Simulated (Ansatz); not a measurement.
# What Y → Rb does to YN

Base system: YN in the rock salt structure (space group Fm-3m, No. 225; a = 4.8562 Å).

Modification: Rb takes the place of Y on all its sites; the structure is relaxed again.

Computed with PBEsol in Ansatz (plane waves to 420 eV, PAW, without spin-orbit coupling). Γ-centred 14×14×14 mesh, Fermi–Dirac width 0.05 eV, for the changed cell.

```tsv
quantity	base	changed	shift
volume per atom	14.31 Å³	25.82 Å³	+11.51 Å³
density	5.97 g/cm³	3.20 g/cm³	-2.77 g/cm³
lattice parameter a	4.856 Å	5.911 Å	+1.055 Å
space group	Fm-3m (No. 225)	Fm-3m (No. 225)	–
band gap	0.08 eV	zero	–
magnetic state	not spin-polarised	ferromagnetic	–
largest site moment	0.00 μB	1.84 μB	+1.84 μB
```

Final structure:

```yaml
crystal:
  lattice:
    - [0.00000, 2.95566, 2.95566]
    - [2.95566, 0.00000, 2.95566]
    - [2.95566, 2.95566, 0.00000]
  atoms:
    - { symbol: N, position: [0.00000, 0.00000, 0.00000] }
    - { symbol: Rb, position: [0.50000, 0.50000, 0.50000] }
```

The magnetic state is the one reached from the starting moments; the real material's order can differ, and small cells can't hold many antiferromagnetic ones. Whether these cells are dynamically stable was not tested. As relaxed here, RbN is a hypothetical phase, not in the database extracts checked. A zero or small gap of YN can be the functional's error rather than a property of the material.

Ansatz is a quantum-chemistry and plane-wave program.
